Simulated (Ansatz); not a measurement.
The parent structure is TiAl (space group P4/mmm, No. 123; a = 2.824 Å, c = 4.071 Å).

Structures relaxed with PBE (Ansatz, an electronic-structure program; PAW; 420 eV plane waves; scalar-relativistic without spin-orbit coupling).

Base:

Simulated powder pattern, Cu Kα, λ = 1.54184 Å (kinematic, ideal powder, no thermal factors, no anomalous dispersion; the 8 strongest lines at most, above 2 %, up to 2θ = 90°):

```tsv
2θ (°)	I/Imax (%)	hkl
38.81	100	(101)
44.51	17	(002)
45.42	31	(110)
65.48	19	(112)
66.18	9.2	(200)
78.15	11	(103)
79.44	21	(211)
83.28	9.2	(202)
```

It is then changed as follows: the cell is scaled by 0.9405 in all directions; the atoms relax in the strained cell.

After the change:

Simulated powder pattern, Cu Kα, λ = 1.54184 Å (kinematic, ideal powder, no thermal factors, no anomalous dispersion; the 8 strongest lines at most, above 2 %, up to 2θ = 90°):

| 2θ (°) | I/Imax (%) | hkl |
|---|---|---|
| 23.23 | 9.3 | (001) |
| 41.37 | 100 | (101) |
| 47.50 | 16 | (002) |
| 48.47 | 31 | (110) |
| 70.20 | 18 | (112) |
| 84.16 | 11 | (103) |
| 85.61 | 21 | (211) |
| 89.90 | 9.4 | (202) |

The indices refer to the base's conventional cell; one index is shown for lines that coincide.

Stability against distortions was not tested. All final runs are without spin polarisation.
